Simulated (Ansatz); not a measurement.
Consider BAs in the zinc blende structure (space group F-43m, No. 216; a = 4.768 Å).

Method: PBEsol, PAW, 420 eV (Ansatz, a program for electronic structure; no spin-orbit coupling).

One change was made to it. Results:

The lattice parameter a shrinks by 0.194 Å, from 4.768 Å to 4.574 Å; the band gap falls by 0.13 eV, from 1.08 eV to 0.95 eV.

**Question.** What was done to the base?
(A) pressure 22.5 GPa
(B) pressure 2.1 GPa
(C) pressure 0.9 GPa
(D) pressure −1 GPa
(E) pressure −2 GPa

**Answer.** A, pressure 22.5 GPa. For comparison, the band gap in the other runs: pressure 2.1 GPa gives 1.07 eV; pressure −2 GPa gives 1.10 eV; pressure −1 GPa gives 1.09 eV; pressure 0.9 GPa gives 1.08 eV.

Load acts through the strain it causes; cell and atoms are relaxed under it. Stability against distortions was not tested. Competing high-pressure phases were not computed.
